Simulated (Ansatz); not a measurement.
Ansatz (a first-principles code) is run on SrCu4As2 (R-3m, 7 atoms in the cell), and the run fails. The aim is a self-consistent single point with DFT, LDA (PW92), plane waves, default PAW files made with PBE.

Cell that was meant: a = 8.2375 Å, b = 8.2375 Å, c = 8.2375 Å, α = 29.23°, β = 29.23°, γ = 29.23°.

Part of the input:

Ansatz 0.2 input:
```yaml
hamiltonian:
  xc: lda
  pseudopotentials: { kind: paw }
SCF:
  occupations: { method: methfessel_paxton, width: 0.1 }
output:
  forces: true
```

Output (repeated stretches shortened):

```
Error: YAML parse error: error: line 19 column 1: unknown field `SCF`, expected one of crystal, accuracy, basis, kpoints, hamiltonian, magnetization, projection, total_charge, correlation, batch, efield, external_charges, scf, relax, neb, saddle, md, ramp, phonons, dielectric, real_time, elastic, magnetic_configurations, gw, evaluate, workflow, output, checkpoint, execution
  --> <input>:19:1
   |
17 |   xc: lda
18 |   pseudopotentials: { kind: paw }
19 | SCF:
   | ^ unknown field `SCF`, expected one of crystal, accuracy, basis, kpoints, hamiltonian, magnetization, projection, total_charge, correlation, batch, [...]
20 |   occupations: { method: methfessel_paxton, width: 0.1 }
21 | output:
   |
```

Q: From the messages shown, name the fault and mend the input.

A: The program does not know the word SCF. To fix it, write scf. The program stopped before any SCF iteration.

An input that runs soundly differs in these lines (not the only fix; some lines may just follow from the change or write a value another way):
```diff
-SCF:
+scf:
```

With that input, the run converged in 8 iterations: free energy E − TS (on the zero of these files) -39216.9507 eV; Fermi level (on the code's own zero) 13.05 eV; pressure -6.14 GPa; largest force (vector length) 0.132 eV/Å (DFT, LDA (PW92), plane waves, default PAW files made with PBE).

On the sound input: the starting cell comes from a database of computed structures (which also holds hypothetical and non-ambient phases and stackings), without a prior relaxation at this level. Spin polarisation is off. With a pressure of about -6 GPa the cell is away from its equilibrium volume at this level. Ansatz's pressure includes its estimate of the finite-basis (Pulay) stress. The run gives no clean gap (levels at the Fermi energy touch, overlap or are partly filled at this smearing), which alone does not show that the compound is a metal.
